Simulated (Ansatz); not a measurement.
Take BaTiO3 (space group P4mm, No. 99; a = 3.9555 Å, c = 4.0461 Å) as the base.

Calculations: PBEsol (Ansatz, a program for electronic structure; PAW; 420 eV plane waves; without spin-orbit coupling), earlier PAW set.

For the base:

| Quantity | Value |
|---|---|
| Pressure | 0.00 GPa |

Perturbation: every lattice vector is shortened by 2.90 %; the atoms relax in the strained cell.

What happens to the mean gap deformation potential ΔEg/Δln V, energy relative to the base, largest internal atomic displacement and pressure?

The mean gap deformation potential ΔEg/Δln V amounts to -1.3 eV; the energy rises by 51 meV/atom; the largest internal atomic displacement is 0.063 Å; the pressure (mean of the normal stresses, compression positive) goes from zero to 16.80 GPa.

Whether these cells are dynamically stable was not tested. All final runs are without spin polarisation.
